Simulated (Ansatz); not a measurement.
Results of BLYP in Ansatz (plane waves, PAW) for CaTiO3 (Pnma, No. 62).

Numerical settings: plane-wave cutoff 520 eV, 6×6×6 k mesh, Fermi–Dirac smearing 0.01 eV, no spin polarisation, scalar-relativistic PAW data made under PBE.

Energies at three volumes about the minimum:

```csv
V (Å³/atom),E − E_lowest (meV/atom)
11.447,2.49
11.680,0.00
11.914,2.32
```

**Question.** Fit a parabola by hand: where is the minimum, and what is the bulk modulus?

**Answer.** Slopes: (0.00 − 2.49)/(11.680 − 11.447) = -10.687 and (2.32 − 0.00)/(11.914 − 11.680) = 9.915 meV/Å³. Curvature E″ = 2 × (9.915 − (-10.687))/(11.914 − 11.447) = 88.231 meV/Å⁶. From the middle of the first interval, the slope vanishes at V0 = 11.5635 − (-10.687)/88.231 = 11.685 Å³/atom. B = V0 E″ = 11.685 × 88.231 meV/Å³ × 0.1602 GPa per meV/Å³ = 165 GPa. The full Birch–Murnaghan fit to all volumes gives V0 = 11.680 Å³/atom and B0 = 165 GPa.

Shape and atoms are relaxed at each volume.

Note: the relaxation could not lower the start's symmetry, so the cell can be a saddle point above a distorted one; the bulk modulus comes from volumes at which shape and atoms were relaxed.

Ansatz is a program for electronic structure.
